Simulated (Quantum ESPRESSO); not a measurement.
Worked example: self-consistent single point of AlN (F-43m, 2 atoms in the cell) in Quantum ESPRESSO.

Computed with LDA (PZ), GBRV 1.5 ultrasoft (LDA) pseudopotentials (plane waves; Quantum ESPRESSO).

```
CELL_PARAMETERS angstrom
      0.00000     2.23597     2.23597
      2.23597     0.00000     2.23597
      2.23597     2.23597     0.00000
ATOMIC_POSITIONS crystal
  Al 0.00000 0.00000 0.00000
  N  0.75000 0.75000 0.75000
```

Reference input (self-consistent single point, DFT, LDA (PZ), plane waves, GBRV 1.5 ultrasoft (LDA) pseudopotentials): ecutwfc = 40 Ry; ecutrho = 200 Ry; occupations = fixed; potentials = {Al: al_lda_v1.uspp.F.UPF, N: n_lda_v1.2.uspp.F.UPF}; K_POINTS = automatic 13 13 13 0 0 0; nbnd = 6; conv_thr = 1e-11 Ry; mixing_beta = 0.3. This run's input differs from it in these lines:

```diff
@@ -19,3 +19,3 @@
 &electrons
- conv_thr = 1.0e-11
+ conv_thr = 7.3e-04
  mixing_beta = 0.3
```

The program printed (abridged):

```
     Self-consistent Calculation

     iteration #  1     ecut=    40.00 Ry     beta= 0.30

---- Real-time Memory Report at c_bands before calling an iterative solver
            50 MiB given to the printing process from OS
            14 MiB allocation reported by mallinfo(arena+hblkhd)
------------------

     total energy              =     -26.93996212 Ry
     estimated scf accuracy    <       0.59644866 Ry

     iteration #  2     ecut=    40.00 Ry     beta= 0.30

---- Real-time Memory Report at c_bands before calling an iterative solver
            58 MiB given to the printing process from OS
   [... lines left out ...]

---- Real-time Memory Report at c_bands before calling an iterative solver
            58 MiB given to the printing process from OS
            22 MiB allocation reported by mallinfo(arena+hblkhd)
------------------

     total energy              =     -27.01315153 Ry
     estimated scf accuracy    <       0.00718730 Ry

     iteration #  4     ecut=    40.00 Ry     beta= 0.30

---- Real-time Memory Report at c_bands before calling an iterative solver
            59 MiB given to the printing process from OS
            22 MiB allocation reported by mallinfo(arena+hblkhd)
------------------
     End of self-consistent calculation

     highest occupied, lowest unoccupied level (ev):     5.8775    9.2199

!    total energy              =     -27.01330271 Ry
     estimated scf accuracy    <       0.00038104 Ry

     convergence has been achieved in   4 iterations

     Forces acting on atoms (cartesian axes, Ry/au):

     atom    1 type  1   force =     0.00000000   -0.00000000   -0.00000000
     atom    2 type  2   force =     0.00000000    0.00000000    0.00000000

     Total force =     0.000000     Total SCF correction =     0.000000

          total   stress  (Ry/bohr**3)                   (kbar)     P=     -122.30
  -0.00083137   0.00000000   0.00000000         -122.30        0.00        0.00
   0.00000000  -0.00083137   0.00000000            0.00     -122.30        0.00
   0.00000000   0.00000000  -0.00083137            0.00        0.00     -122.30

   JOB DONE.
```

The run converged in 4 iterations. Against the reference run the free energy is nearly the same (within 1 meV/atom), the pressure goes from -15.02 to -12.23 GPa and the gap on the mesh goes from 3.269 to 3.342 eV.

The starting cell comes from a database of computed structures (which also holds hypothetical and non-ambient phases and stackings), without a prior relaxation at this level. Its lattice was rescaled by a random factor within 2.5 % of one. With a pressure of about -12 GPa the cell is away from its equilibrium volume at this level.
